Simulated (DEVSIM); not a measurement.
Device: illuminated InP p-on-n cell, one wavelength, at 300 K.

Layer 1 from the left is InP, thickness (μm) 0.430, Na (cm⁻³) 1.8e18, τn (s) 6.5e-11, τp (s) 1.3e-11, absorption coefficient (cm⁻¹) 66000. Layer 2 from the left is InP, thickness (μm) 0.800, Nd (cm⁻³) 1.4e16, τn (s) 5e-10, τp (s) 5e-10, absorption coefficient (cm⁻¹) 66000.

Left contact: ohmic, minority electron recombination velocity 2000 cm/s. Right contact: ohmic, minority hole recombination velocity 2e5 cm/s. Voltage is applied to the left contact. Recombination: SRH at mid-gap, radiative, Auger. Light enters at the left, 5.5e17 photons cm⁻² s⁻¹, one pass, no reflection. Mobility is constant in doping.

Constants are typed, rounded textbook-type inputs, not results; the design itself was drawn at random and stands for no fabricated device. Values at 300 K.

InP: gap (eV) 1.344, affinity (eV) 4.38, permittivity 12.5, Nc (cm⁻³) 5.7e17, Nv (cm⁻³) 1.1e19, μn (cm²/Vs) 5200, μp (cm²/Vs) 170, B (cm³/s) 1.2e-10, Cn (cm⁶/s) 9e-31, Cp (cm⁶/s) 9e-31.

Simulated with DEVSIM: 1D drift-diffusion, Boltzmann statistics, complete ionisation; no tunnelling, impact ionisation, image-force lowering or self-heating.

### Question
What does the simulation give for the share of generated pairs collected at short circuit, the dark forward voltage at 1 A/cm², the potential step across the device at zero bias?

### Answer
share of generated pairs collected at short circuit 0.916; dark forward voltage at 1 A/cm² 0.914 V; potential step across the device at zero bias 1.201 V.
